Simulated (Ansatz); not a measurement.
We consider CsCl-type CuZn, described by PBE-D4 (PAW; Ansatz, a quantum-chemistry and plane-wave program).

Run with plane-wave cutoff 500 eV, 18×18×18 k mesh, Fermi–Dirac smearing 0.1 eV, no spin polarisation, scalar-relativistic PAW data made under PBE.

Computed at the level's own relaxed cell.

### Question
Give the computed equilibrium volume per atom and equilibrium lattice constant a.

### Answer

- equilibrium volume per atom = 12.46 Å³/atom
- equilibrium lattice constant a = 2.921 Å

Measured, for comparison: equilibrium volume per atom 12.93 Å³/atom, lattice constant a 2.958 Å (temperature not stated, no zero-point or thermal correction; as tabulated in First-Principles Study on the Electrical and Thermal Conductivities of Cu–Zn …). Computed (rounded) less measured: equilibrium volume per atom -3.6 %, lattice constant a -1.3 %. A static lattice is as a rule a little smaller and stiffer than an uncorrected measurement, which narrows the difference in the lattice constant a and would widen misses of the other sign.

Computed values are for the static lattice.
